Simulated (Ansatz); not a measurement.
The parent structure is GaN in the wurtzite structure (space group P6_3mc, No. 186; a = 3.1826 Å, c = 5.1854 Å). Axes: x lies along a and z along c of the hexagonal cell.

Level of theory: plane-wave PAW DFT at the PBEsol level (Ansatz, a first-principles code, 420 eV), no spin-orbit coupling.

The change: uniaxial strain ε_xx = −3.00 %, all other strain components held at zero; the atoms relax in the strained cell.

Question: What does the calculation give for the stress after the change?

Answer: The stress (xx, yy, zz, yz, xz, xy; compression positive) amounts to (11.04, 4.20, 2.98, 0.00, 0.00, 0.00) GPa.

Question: Predict the new largest internal atomic displacement.

Answer: The largest internal atomic displacement is 0.020 Å.

Question: What happens to the energy relative to the base?

Answer: The energy increases by 11 meV/atom.

Whether these cells are dynamically stable was not tested.
